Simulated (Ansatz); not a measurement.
The starting structures come from a database of crystals and need not be the phases stable at ambient conditions.

Given:

```yaml
crystal:
  lattice:
    - [3.86549, 0.00000, 0.00000]
    - [0.00000, 3.86549, 0.00000]
    - [0.00000, 0.00000, 5.45561]
  atoms:
    - { symbol: Al, position: [0.50000, 0.50000, 0.50000] }
    - { symbol: Ga, position: [0.00000, 0.00000, 0.00000] }
    - { symbol: P, position: [0.00000, 0.50000, 0.25039] }
    - { symbol: P, position: [0.50000, 0.00000, 0.74961] }
```

Space group of this cell: P-4m2. The cell is taken as given.

These are PBEsol (plane waves, PAW; Ansatz, a first-principles code) values and carry that method's errors.

The current runs along the normal of the first two printed vectors; no spin-orbit coupling. Scaled by the factor s: the length along the current (ions clamped). Meshes 8×8×6 and 8×8 across the current in all rows.

```
s     mean pressure (GPa)  band gap (eV)
----  -------------------  -------------
0.97                  2.4           1.32
1.00                 -0.3           1.49
1.03                 -2.7              ?
```

Q: Take the slope of the band gap against ln s from the two given rows, extrapolate to s = 1.03, and say what the run there gives.

A: Slope = (1.32 − 1.49) / ln 0.97 = 5.58 eV. The line gives 1.49 + (5.58) × ln 1.03 = 1.65 eV. The run gives 1.43 eV, 0.22 eV under the line, 136 % of the predicted step.
